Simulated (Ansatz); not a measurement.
MoTe2: axis ratio against pressure

MoTe2 (2H layered, P6_3/mmc, 24.170 Å³/atom at rest, c along z) under hydrostatic pressure, with the cell free. PBE-D3(BJ) in Ansatz, a plane-wave DFT program (PAW, default set), 420 eV, 11×11×3 Γ-centred mesh, Fermi-Dirac smearing 0.05 eV; ions are relaxed within the symmetry of each cell.

Here P stands for pressure and y for c/a.

| pressure (GPa) | c/a |
|---|---|
| -1.0 | 3.957 |
| 0.0 | 3.917 |
| 0.3 | 3.908 |
| 0.7 | 3.899 |
| 1.5 | 3.884 |
| 3.0 | ? |

The 5 complete rows are fitted with a straight line, y against P. Means: P 0.30000, y 3.9130. About the means, the sum of products is -0.098800 and the sum of squares of P is 3.3800; the slope is their ratio. Least squares gives y = 3.9218 - 0.02923·P. Residuals (row less fit): 0.0060, -0.0048, -0.0050, -0.0023, 0.0060; standard error 0.0065 (degrees of freedom: 3).

Problem. Estimate the missing y (P = 3.0); what did the run itself give?

Solution. y = 3.9218 - 0.02923 × 3.0 = 3.8341. The calculation gives 3.866, 0.0319 above the prediction (35.1 % of the range of y in the table). The row lies outside the fitted rows, so this is an extrapolation. From the scatter of the fitted rows alone, a prediction at this place has a standard error of 0.0119, so the miss is 2.7 times that.

One order more doesn't follow all runs of the series either: the slope changes along it. Other structures, which can take over under pressure, weren't tried. Rows are the converged runs of the series near zero and its far end; series whose fitted rows scatter by over a few per cent of the range, as at a crossing or softening among them, aren't shown in this form. Most that stay on the fit to the last digits aren't either.
